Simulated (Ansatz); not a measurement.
Cu (Fm-3m), PBE, DFPT electron-phonon coupling, linearised Boltzmann equation (Ansatz, a quantum-chemistry and plane-wave program): Condition of this run: functional PBE. phonon-limited resistivity 1.81 μΩ·cm at 300 K, 2.46 μΩ·cm at 400 K, current-weighted mean free path 38 nm, Drude plasma energy 8.89 eV.

**Question.** What Drude relaxation time do resistivity and plasma energy imply?

**Answer.** ω_p = 1.35e16 s⁻¹, so τ = 1/(ε₀ ω_p² ρ) = 34.2 fs, a damping ħ/τ of 19.2 meV.

**Question.** Estimate the electronic thermal conductivity at 300 K by the Wiedemann-Franz law (L₀ = 2.44×10⁻⁸ W·Ω/K²).

**Answer.** L₀T/ρ = 2.44×10⁻⁸ × 300/(1.81×10⁻⁸) = 404 W/(m·K). Inelastic scattering puts the true Lorenz number somewhat under L₀ near and below the Debye temperature.

**Question.** What is the classical skin depth at 1 GHz (nonmagnetic, μ₀ = 1.257×10⁻⁶ H/m)?

**Answer.** δ = √(ρ/(π f μ₀)) = 2140 nm.

A metal at this level (no band gap). Only scattering by harmonic phonons is included (no impurities, grain boundaries, electron-electron scattering or thermal expansion). Spin-orbit coupling is left out. Halving the electron mesh (40x40x40) moves the resistivity by up to 1 % at 300 K, the mean free path by up to 1 %. Smearing 0.20 eV; phonons on a 6x6x6 q mesh, which this run doesn't test.
